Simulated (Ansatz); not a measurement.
We consider CsCl-type NiAl, described by PBEsol-D3(BJ) in Ansatz (PAW).

Numerical settings: plane-wave cutoff 520 eV, 20×20×20 k mesh, Fermi–Dirac smearing 0.05 eV, no spin polarisation, scalar-relativistic PAW data made under PBE.

Pressure at four volumes; x = ln(V/11.347 Å³). One pressure is withheld.

| V (Å³/atom) | x | P (GPa) |
|---|---|---|
| 10.666 | -0.0619 | ? |
| 10.893 | -0.0408 | 8.31 |
| 11.347 | 0.0000 | 0.01 |
| 12.027 | 0.0582 | -9.53 |

Question: Pass a parabola P(x) through the three rows shown, estimate the bulk modulus and its pressure derivative near zero pressure, and predict the withheld pressure.

Answer: Slopes between the rows: (0.01 − (8.31))/(0.0000 − (-0.0408)) = -203.43 and (-9.53 − (0.01))/(0.0582 − (0.0000)) = -163.92 GPa. Their difference over the span 0.0990 is c = 39.51/0.0990 = 399.1 GPa, so P(x) = 8.31 + (-203.43)(x − (-0.0408)) + 399.1 (x − (-0.0408))(x − (0.0000)). At the middle row B = −dP/dx = −[-203.43 + 399.1 × 0.0408] = 187.1 GPa, and B′ = dB/dP = 2c/B = 4.3. At x = -0.0619 the parabola gives 13.12 GPa; the run gives 13.18 GPa. The Birch–Murnaghan fit to the energies at all volumes has B0 = 186 GPa and B′ = 4.4.

Measured, for comparison: bulk modulus 156 GPa (room temperature, not corrected to a static lattice; as tabulated in Yamada et al. (2019), arXiv:1910.09660). Computed (rounded) less measured: bulk modulus +19 %.

Ansatz is a program for electronic structure.
